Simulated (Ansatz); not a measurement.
**Ga2O3 (model structure, started from the Bi2O3 type, P6₃mc, No. 186, 20 atoms in the cell)**

The numbers are results of PBEsol (Ansatz, an electronic-structure program, PAW), not measurements.

Run with plane-wave cutoff 520 eV, 6×6×8 k mesh (along the axes of the cell as run), Fermi–Dirac smearing 0.01 eV, scalar-relativistic PAW data made under PBE.

Cell (relaxed with PBEsol):

```
CELL_PARAMETERS angstrom
      7.07456     0.00000     0.00000
     -3.53728     6.12675     0.00000
      0.00000     0.00000     4.80634
ATOMIC_POSITIONS crystal
  Ga 0.33512 0.16756 0.77353
  Ga 0.16756 0.33512 0.27353
  Ga 0.83244 0.16756 0.77353
  Ga 0.66488 0.83244 0.27353
  Ga 0.83244 0.66488 0.77353
  Ga 0.16756 0.83244 0.27353
  Ga 0.33333 0.66667 0.67555
  Ga 0.66667 0.33333 0.17555
  O  0.54614 0.09227 0.92849
  O  0.45386 0.54614 0.42849
  O  0.90773 0.45386 0.92849
  O  0.45386 0.90773 0.42849
  O  0.54614 0.45386 0.92849
  O  0.09227 0.54614 0.42849
  O  0.72222 0.86111 0.88580
  O  0.86111 0.72222 0.38580
  O  0.13889 0.86111 0.88580
  O  0.27778 0.13889 0.38580
  O  0.13889 0.27778 0.88580
  O  0.86111 0.13889 0.38580
```

```
Item                                                      Value
-------------------------------------------  ------------------
band gap                                     0.34 eV (indirect)
smallest direct gap on the k points sampled             0.42 eV
```

Note: the relaxation could raise the start's symmetry but not lower it, so the cell can be a saddle point.

Spin–orbit coupling is not included.

The computed numbers hold no vibrational or temperature effects.

A model structure was made by putting elements into a prototype or built by hand; it is no filed structure, need not be a known phase, and can be a saddle point held by its symmetry.
